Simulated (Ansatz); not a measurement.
The reference is GaCuSe$_{2}$ in the chalcopyrite structure (space group I-42d, No. 122; a = 5.570 Å, c = 11.075 Å).

All numbers come from PBEsol (Ansatz, a first-principles code, PAW, no spin-orbit coupling).

Strains are applied to the cell and any free atomic positions relax.

One change was made to it. Results:

```csv
quantity,base,after
energy relative to the base (free energy F),0 meV/atom,+10 meV/atom
"valence-band top at Γ (three highest levels, from the VBM)","0.00, -0.09, -0.09 eV","0.00, -0.09, -0.09 eV"
"pressure (mean of the normal stresses, compression positive)",0.00 GPa,3.58 GPa
width of the top valence band,1.02 eV,1.12 eV
```

**Question.** Name the change that was made.
A. isotropic strain −1.50 %
B. isotropic strain −3.00 %
C. isotropic strain −0.75 %
D. isotropic strain −2.25 %

**Answer.** A, isotropic strain −1.50 %. For comparison, the energy relative to the base in the other runs: isotropic strain −2.25 % gives +24 meV/atom; isotropic strain −0.75 % gives +2.5 meV/atom; isotropic strain −3.00 % gives +43 meV/atom.

The levels and masses belong to the bands next to the band gap. No phonon test of stability was made. The final runs are not spin-polarised.
